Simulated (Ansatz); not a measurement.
The reference is Au in the fcc (Cu type) structure (space group Fm-3m, No. 225; relaxed with 0.1 eV smearing).

```
CELL_PARAMETERS angstrom
      0.00000     2.06226     2.06226
      2.06226     0.00000     2.06226
      2.06226     2.06226     0.00000
ATOMIC_POSITIONS crystal
  Au 0.00000 0.00000 0.00000
```

Cartesian axes are those of the cell as printed.

Computed with r2SCAN/PAW in Ansatz (an electronic-structure program), no spin-orbit coupling.

Strains are applied to the cell and any free atomic positions relax; under biaxial strain the out-of-plane vector relaxes too; under stress the whole cell relaxes.

One change was made to it. Results:

```json
[
 {"quantity": "energy relative to the base (free energy F)", "base": "0 meV/atom", "after": "+22 meV/atom"},
 {"quantity": "shortest interatomic distance", "base": "2.916 Å", "after": "2.808 Å"}
]
```

**Question.** Which change produced these results?
(A) strain tensor (xx, yy, zz, yz, xz, xy) = (+0.59, −2.35, +1.10, +0.43, −1.07, +0.74) %
(B) uniaxial strain ε_yy = +0.91 %
(C) uniaxial stress, 5 GPa tension along x
(D) biaxial strain −1.16 %, plane normal [001], relaxed out of plane
(E) uniaxial strain ε_yy = +2.13 %

**Answer.** C, uniaxial stress, 5 GPa tension along x. For comparison, the energy relative to the base in the other runs: biaxial strain −1.16 %, plane normal [001], relaxed out of plane gives +0.8 meV/atom; uniaxial strain ε_yy = +0.91 % gives +0.7 meV/atom; uniaxial strain ε_yy = +2.13 % gives +3.9 meV/atom; strain tensor (xx, yy, zz, yz, xz, xy) = (+0.59, −2.35, +1.10, +0.43, −1.07, +0.74) % gives +1.9 meV/atom.

Stability under load was not tested beyond the relaxation.
